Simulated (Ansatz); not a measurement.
Take Sc in the hcp (Mg type) structure (space group P6_3/mmc, No. 194; relaxed with 0.1 eV smearing) as the base.

```
Sc
1.0
    3.31794     0.00000     0.00000
   -1.65897     2.87342     0.00000
    0.00000     0.00000     5.18600
Sc
2
Cartesian
  1.65897   0.95781   3.88950
  0.00000   1.91562   1.29650
```

Cartesian axes are those of the cell as printed.

All numbers come from PBE (Ansatz, an electronic-structure program; PAW; 420 eV plane waves; no spin-orbit coupling).

Now apply this change: biaxial strain −2.50 %, plane normal [001], relaxed out of plane (Cartesian); in-plane vectors clamped, the third vector and the atoms free.

### Question
What happens to the in-plane stress?

### Answer
The mean in-plane stress (compression positive) is +3.2 GPa.

### Question
What happens to the ratio −ε⊥/ε∥?

### Answer
The ratio −ε⊥/ε∥ amounts to 0.62.

Whether these cells are dynamically stable was not tested. The final runs are not spin-polarised.
